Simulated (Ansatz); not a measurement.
Cells marked so need not be the phases stable at ambient conditions, and some may be hypothetical.

The gap is the functional's own, uncorrected, and κ follows it; spin-orbit coupling is left out. Mid-gap values are interpolated between the computed energies.

A. SbI3 (R-3, not sure to be the ambient phase, 8 atoms a cell, 40.4 Å³ an atom), along the normal of (001)
B. KSnSb (P6_3mc, not sure to be the ambient phase, 6 atoms a cell, 36.8 Å³ an atom), along the normal of (101)
C. BaAl2(SiO4)2 (P-3, not sure to be the ambient phase, 13 atoms a cell, 15.2 Å³ an atom, -3 GPa at this level), along the normal of (100)

Problem. Rank these by mid-gap decay constant of the slowest evanescent state (highest first), as PBEsol in Ansatz (a program for electronic structure) gives it.

Solution. C (0.42 1/Å), A (0.24 1/Å), B (0.08 1/Å)
